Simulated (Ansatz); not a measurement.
Base system: HgS in the zinc blende structure (space group F-43m, No. 216).

```xyz
2
Lattice="0.0000 2.9958 2.9958 2.9958 0.0000 2.9958 2.9958 2.9958 0.0000" Properties=species:S:1:pos:R:3 pbc="T T T"
Hg     0.0000     0.0000     0.0000
S      1.4979     1.4979     1.4979
```

All numbers come from PBE in Ansatz (plane waves to 420 eV, PAW, no spin-orbit coupling).

Before the change:

The pressure is 0.0 GPa. The band gap is zero.

Modification: the cell is scaled by 0.9700 in all directions, atoms relaxed at fixed cell.

Question: Estimate the effect on the energy relative to the base, pressure and band gap.

Answer: The energy goes up by 39 meV/atom; the pressure goes from zero to 5.8 GPa; the band gap stays zero.

A case with no gap was solved on a k-mesh chosen for an insulator, which is coarse for it. Spin-orbit coupling, missing from the scalar runs, can matter with Hg. The cells carry an imposed strain or load. Stability against distortions was not tested. The final runs are not spin-polarised. A zero or small gap of HgS can be the functional's error rather than a property of the material.

Ansatz is a first-principles code.
